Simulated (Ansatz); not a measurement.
**Hypothetical R3c SnTeO3: response to strain**

Take SnTeO$_{3}$ (space group R3c, No. 161; a = 6.354 Å, c = 13.401 Å (hexagonal axes); a hypothetical phase, not in the database extracts checked) as the base. Axes: x lies along a and z along c of the hexagonal cell.

Strains are applied to the cell and any free atomic positions relax.

The values are results of PBEsol, PAW, 420 eV (Ansatz, a program for electronic structure; scalar-relativistic without spin-orbit coupling), not measurements.

Notes on the quantities. pressure: mean of the normal stresses, compression positive.

```
variant                         band gap   pressure  shortest interatomic distance
------------------------------  --------  ---------  -----------------------------
base                             2.18 eV   0.00 GPa                        1.945 Å
isotropic strain +1.90 %         2.28 eV  -1.76 GPa                        1.933 Å
uniaxial strain ε_yy = −1.22 %   1.83 eV   2.58 GPa                        1.921 Å
tensor shear ε_xy = −0.81 %      1.85 eV   2.21 GPa                        1.916 Å
```

With Te present, leaving out spin-orbit coupling can change the band edges. No phonon test of stability was made. Under uniaxial strain ε_yy = −1.22 % and tensor shear ε_xy = −0.81 % the cell ends below the base's energy or with stress of the wrong sign: the atoms slid into a distortion or the cell is elastically unstable, so the base is not a stable minimum at this level.
